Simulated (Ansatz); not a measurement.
Data:

```
SnS2
1.0
    3.81243     0.00000     0.00000
   -1.90621     3.30166     0.00000
    0.00000     0.00000    18.93629
Sn S
1 2
Cartesian
  0.00000   0.00000   9.46815
  0.00000   2.20111  10.90764
  1.90621   1.10055   8.02865
```

The numbers are results of PBE with spin-orbit coupling, rigid bands (plane waves, PAW; Ansatz, a first-principles code), not measurements. Condition of this run: biaxial strain +3 % with spin-orbit coupling. How the cell was made: cell and atoms relaxed with PBE, then loaded as said.

Problem. What conductivity effective mass do dilute electrons have at 300 K?

Solution. 0.43 mₑ.

Problem. Predict the hole conductivity mass (n e² τ/σ) at 300 K, by direction if it differs.

Solution. 1.67 mₑ.

Problem. And the band gap?

Solution. 1.61 eV at this level; semilocal functionals usually fall short of the measured gap.

Rigid bands, one relaxation time for all states, no polarons.
